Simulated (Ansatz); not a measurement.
Response to strain in Te

Base system: Te (space group P3_121, No. 152; a = 4.6241 Å, c = 5.9034 Å; made of chains). Axes: x lies along a and z along c of the hexagonal cell.

Strains are applied to the cell and any free atomic positions relax; under biaxial strain the out-of-plane vector relaxes too.

All numbers come from r2SCAN (Ansatz, a first-principles code), scalar-relativistic without spin-orbit coupling.

Notes on the quantities. pressure: mean of the normal stresses, compression positive.

```tsv
case	pressure	electron mass	volume per atom	band gap
base	0.00 GPa	0.089 mₑ along c, 0.11 mₑ across (at H)	36.44 Å³	0.55 eV
biaxial strain +0.61 %, plane normal [001], relaxed out of plane	-0.07 GPa	0.093 mₑ out of plane, 0.13 mₑ in plane (at H)	36.77 Å³	0.59 eV
biaxial strain +1.64 %, plane normal [001], relaxed out of plane	-0.16 GPa	0.099 mₑ out of plane, 0.15 mₑ in plane (at H)	37.31 Å³	0.68 eV
biaxial strain +3.71 %, plane normal [001], relaxed out of plane	-0.31 GPa	0.11 mₑ out of plane, 0.19 mₑ in plane (at H)	38.45 Å³	0.83 eV
isotropic strain +2.50 %	-1.18 GPa	0.096 mₑ along c, 0.14 mₑ across (at H)	39.24 Å³	0.51 eV
uniaxial strain ε_xx = −5.39 %	1.06 GPa	0.16 mₑ along x, 0.15 mₑ along y, 0.10 mₑ along z (off the base's special points)	34.48 Å³	0.48 eV
uniaxial strain ε_xx = −4.81 %	0.92 GPa	0.098 mₑ along z, 0.14 mₑ across (off the base's special points)	34.69 Å³	0.48 eV
uniaxial strain ε_zz = +0.72 %	-0.22 GPa	0.088 mₑ along z, 0.11 mₑ across (at H)	36.70 Å³	0.50 eV
uniaxial strain ε_zz = +1.05 %	-0.32 GPa	0.087 mₑ along z, 0.11 mₑ across (at H)	36.82 Å³	0.48 eV
tensor shear ε_yz = +1.05 %	0.02 GPa	0.12 mₑ along x, 0.11 mₑ along y, 0.088 mₑ along z (off the base's special points)	36.44 Å³	0.49 eV
```

With Te present, leaving out spin-orbit coupling can change the band edges. Effective masses come from finite differences of ±0.01 Å⁻¹. Whether these cells are dynamically stable was not tested. No dispersion term is included, though the crystal is made of layers, chains or molecules, so its spacings can come out too wide. k-point labels follow each cell's own Brillouin zone.
